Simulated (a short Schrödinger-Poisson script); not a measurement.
System: MOS inversion layer, SiO2 on p-type Si(100), at 300 K.

From the gate side: 2.5 nm SiO2; 280 nm Si, acceptors 2.3e18 cm⁻³.

Constants are typed, rounded textbook-type inputs, not results; the design itself was drawn at random and stands for no fabricated device. SiO2: permittivity 3.9, conduction-band edge (eV) 3.15, gap (eV) 9, electron mass (mₑ) 0.5. Si: permittivity 11.7, conduction-band edge (eV) 0, gap (eV) 1.124, Nv at 300 K (cm⁻³) 3.1e19.

Channel valleys (confinement mass, in-plane density-of-states mass, number): Δ2 0.916, 0.19, 2; Δ4 0.19, 0.417, 4. At the gate the conduction-band edge of layer 1 lies 3.45 eV − eVg above the Fermi level of the channel; the field vanishes at the back. Gaps are held at their typed values at every temperature. Mesh 0.03 nm at interfaces.

From a short Schrödinger-Poisson script (our own, NumPy): 1D Poisson equation in equilibrium, electrons quantum, Hartree (BenDaniel-Duke, 12 states a valley, the channel's in-plane mass for all, wave functions free to enter the dielectric), parabolic valleys, classical holes, full ionisation, no traps, pinning or gate leakage.

```
Vg (V)  electrons (cm⁻²)  C (μF/cm²)  Δ2 E0 (meV from the Fermi level)  Δ4 E0 (meV from the Fermi level)
------  ----------------  ----------  --------------------------------  --------------------------------
0.9               5.13e9       0.348                             178.3                             255.4
1                6.70e10       0.501                             111.4                             190.4
1.1              3.69e11       0.839                              66.3                             146.9
1.2              8.97e11        1.01                              41.9                             124.1
1.3              1.52e12        1.09                              26.5                             110.2
1.4              2.19e12        1.13                              15.3                             100.5
1.5              2.89e12        1.15                               6.3                              92.9
1.6              3.60e12        1.17                              -1.3                              86.6
1.7              4.33e12        1.18                              -8.0                              81.3
1.8              5.06e12        1.19                             -14.0                              76.6
1.9              5.80e12        1.20                             -19.6                              72.4
2                6.55e12        1.20                             -24.7                              68.5
2.1              7.29e12        1.21                             -29.6                              65.0
2.2              8.05e12        1.21                             -34.1                              61.7
2.3              8.80e12        1.22                             -38.5                              58.6
2.4              9.56e12        1.22                             -42.7                              55.6
```

Gate voltages with under 1e9 electrons/cm² are left out.

### Question
At Vg = 2.4 V the lowest Δ2 subband lies at -42.7 meV from the Fermi level. How many electrons does it hold, and what share of all?

### Answer
The two-dimensional density of states is g m/(πħ²) = 1.59e11 cm⁻² meV⁻¹ (both spins), kT = 25.9 meV, so n = D kT ln(1 + exp(−E/kT)) = 7.50e12 cm⁻², 0.78 of the 9.56e12 cm⁻² in all.

### Question
Compare the slope of the sheet density between 2.2 and 2.4 V with the geometric capacitance of the layers between gate and channel.

### Answer
q Δn/ΔV = 1.21 μF/cm²; ε0/Σ(t/ε) = 1.38 μF/cm². The ratio is 0.88: the channel acts as a further capacitance in series.
